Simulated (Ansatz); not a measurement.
**Effect of x(Hf) = 0.5, 12 atoms, C2/m on TiSi2**

Take TiSi₂ (space group Cmcm, No. 63; a = 3.515 Å, b = 13.349 Å, c = 3.557 Å) as the base.

The other end (x = 1) is HfSi2 (space group Cmcm, No. 63): 15.87 Å³/atom, gap zero.

The change: a fraction x = 0.5 of the Ti sites is given to Hf, ordered in a cell of 12 atoms (starting symmetry C2/m) and fully relaxed.

Computed with DFT with PBEsol, PAW potentials and a 420 eV plane-wave cutoff in Ansatz (an electronic-structure program), no spin-orbit coupling, earlier PAW set. Γ-centred 13×13×7 mesh, Fermi–Dirac width 0.05 eV, for the changed cell.

```json
[
 {"quantity": "density", "base": "4.14 g/cm³", "changed": "6.28 g/cm³", "shift": "+2.14 g/cm³"},
 {"quantity": "band gap", "base": "zero", "changed": "zero", "shift": "–"},
 {"quantity": "mixing energy (to 0.01 eV only: unlike meshes or grids)", "base": "–", "changed": "+0.02 eV/atom", "shift": "–"},
 {"quantity": "deviation of the volume from the linear (Vegard-type) interpolation", "base": "–", "changed": "+0.3 %", "shift": "–"}
]
```

Each cell is one ordered arrangement of few atoms, which overstates ordering effects compared with a random alloy. Whether these cells are dynamically stable was not tested. All final runs are without spin polarisation.
